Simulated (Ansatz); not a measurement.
The starting structures come from a database of crystals and need not be the phases stable at ambient conditions.

Inside the gap of an insulator the Bloch states are evanescent, with a wavenumber k + iκ along the transport direction.

Input:

```
CdPdF6
1.0
    5.05680     0.00000     0.00000
    0.00000    14.50529     0.00000
    2.52840     4.83510     1.45977
Cd Pd F
1 1 6
Cartesian
  0.00000   7.25265   0.00000
  0.00000   0.00000   0.00000
  4.35052  13.38231   1.38790
  3.23468   5.95808   0.07187
  1.67958   3.71211   0.15417
  5.90562  15.62828   1.30560
  4.08349  18.21740   1.37748
  3.50171   1.12299   0.08230
```

Space group of this cell: R-3. The cell is taken as given; by r2SCAN its mean pressure is -0.6 GPa.

Transport runs along the normal of the first two printed cell vectors, the (100) plane of the conventional cell.

The gap is the functional's own. No spin-orbit coupling. Mid-gap values are interpolated on the energy grid.

Q: Estimate the band gap and the smallest decay constant κ at mid-gap that r2SCAN (Ansatz, a quantum-chemistry and plane-wave program) returns for this system.

A: Gap 2.37 eV on a 20×20×20 mesh; κ = 0.499 1/Å, at (0.167, 0.000) of the in-plane reciprocal vectors. At the zone centre, at the nearest computed energy, the slowest state has κ = 0.52 1/Å.
